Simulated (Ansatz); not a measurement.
Consider GaAs in the zinc blende structure (space group F-43m, No. 216).

```yaml
crystal:
  lattice:
    - [0.00000, 2.83335, 2.83335]
    - [2.83335, 0.00000, 2.83335]
    - [2.83335, 2.83335, 0.00000]
  atoms:
    - { symbol: Ga, position: [0.00000, 0.00000, 0.00000] }
    - { symbol: As, position: [0.25000, 0.25000, 0.25000] }
```

Cartesian axes are those of the cell as printed.

Computed with r2SCAN (Ansatz, a first-principles code), without spin-orbit coupling.

Strains are applied to the cell and any free atomic positions relax; under biaxial strain the out-of-plane vector relaxes too.

One change was made to it. Results:

The electron mass goes from 0.051 mₑ (at Γ) to 0.044 mₑ out of plane, 0.048 mₑ in plane (at Γ); the volume per atom goes up by 0.259 Å³, from 22.75 Å³ to 23.00 Å³.

Problem. Which of these changes matches the shifts?
A. biaxial strain +0.50 %, plane normal [001], relaxed out of plane
B. biaxial strain +1.00 %, plane normal [001], relaxed out of plane
C. biaxial strain +1.50 %, plane normal [001], relaxed out of plane
D. biaxial strain +2.50 %, plane normal [001], relaxed out of plane

Solution. B, biaxial strain +1.00 %, plane normal [001], relaxed out of plane. For comparison, the electron mass in the other runs: biaxial strain +1.50 %, plane normal [001], relaxed out of plane gives 0.041 mₑ out of plane, 0.046 mₑ in plane (at Γ); biaxial strain +0.50 %, plane normal [001], relaxed out of plane gives 0.049 mₑ (at Γ); biaxial strain +2.50 %, plane normal [001], relaxed out of plane gives 0.033 mₑ out of plane, 0.043 mₑ in plane (at Γ).

The levels and masses belong to the bands next to the band gap. Masses are band curvatures over ±0.01 Å⁻¹ around the edge. Whether these cells are dynamically stable was not tested.
